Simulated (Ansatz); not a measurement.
Given:

End structure of a constructed model of the (0001) surface of hcp Ru, a pseudomorphic layer of Pd in the host's stacking (bottom of the slab: a bare face, its two planes held):

```yaml
crystal:
  lattice:
    - [2.72140, 0.00000, 0.00000]
    - [-1.36070, 2.35680, 0.00000]
    - [0.00000, 0.00000, 29.50000]
  atoms:
    - { symbol: Ru, position: [0.66667, 0.33333, 0.27537] }
    - { symbol: Ru, position: [0.33333, 0.66667, 0.34814] }
    - { symbol: Ru, position: [0.66667, 0.33333, 0.42018] }
    - { symbol: Ru, position: [0.33333, 0.66667, 0.49391] }
    - { symbol: Ru, position: [0.66667, 0.33333, 0.56679] }
    - { symbol: Ru, position: [0.33333, 0.66667, 0.63690] }
    - { symbol: Pd, position: [0.66667, 0.33333, 0.71383] }
```

Set-up: 7 atoms, 13.3 Å thick at the start with caps and adatoms (thin: gaps and levels are the slab's own); mesh 16x16x1; 0.1 eV smearing; dipole correction on; 2 atoms held, the rest relaxed; symmetry of the start imposed; no spin, no spin-orbit, no U. In PBE it is, or lies within 0.01 eV a 1x1 cell of, the lowest of the 2 structures of its composition computed so far; subsurface sites and larger cells were not tried.

What is the computed work function of the top face (PBE in Ansatz, an electronic-structure program)?

4.98 eV
